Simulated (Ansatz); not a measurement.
## BN: holes 5.0×10^21 cm⁻³

Consider BN (space group P6_3/mmc, No. 194; a = 2.5064 Å, c = 6.6147 Å; layered, stacked along the Cartesian z axis).

The change: 0.180 holes added to each cell, a density of 5.0×10^21 cm⁻³, with a uniform compensating background at fixed cell and a 300 K Fermi–Dirac width.

Calculations: plane-wave PAW DFT at the PBE-D3(BJ) level (Ansatz, a first-principles code, 420 eV), scalar-relativistic without spin-orbit coupling. k-mesh 27×27×9 (Γ-centred); smearing 0.0259 eV (Fermi–Dirac).

| quantity | base | changed | shift |
|---|---|---|---|
| gap between the host's bands | 4.24 eV | 4.42 eV | +0.18 eV |
| gap character | indirect, k = (0.296, 0.296, 0) in the run's primitive reciprocal basis → M | indirect, k = (0.296, 0.296, 0) in the run's primitive reciprocal basis → M | – |
| Fermi level relative to the doped band's edge (positive inside the band; to 0.05 eV) | – | +0.20 eV | – |

Final structure:

```xyz
4
Lattice="2.5064 0.0000 0.0000 -1.2532 2.1706 0.0000 0.0000 0.0000 6.6147" Properties=species:S:1:pos:R:3 pbc="T T T"
B      0.0000     1.4471     1.6537
B      1.2532     0.7235     4.9610
N      0.0000     1.4471     4.9610
N      1.2532     0.7235     1.6537
```
Cell charge +0.179939.

Charged cell with a jellium background: band edges are those of the host's band count, energies are not comparable with the neutral cell, and many-body gap narrowing is missing. Whether these cells are dynamically stable was not tested.
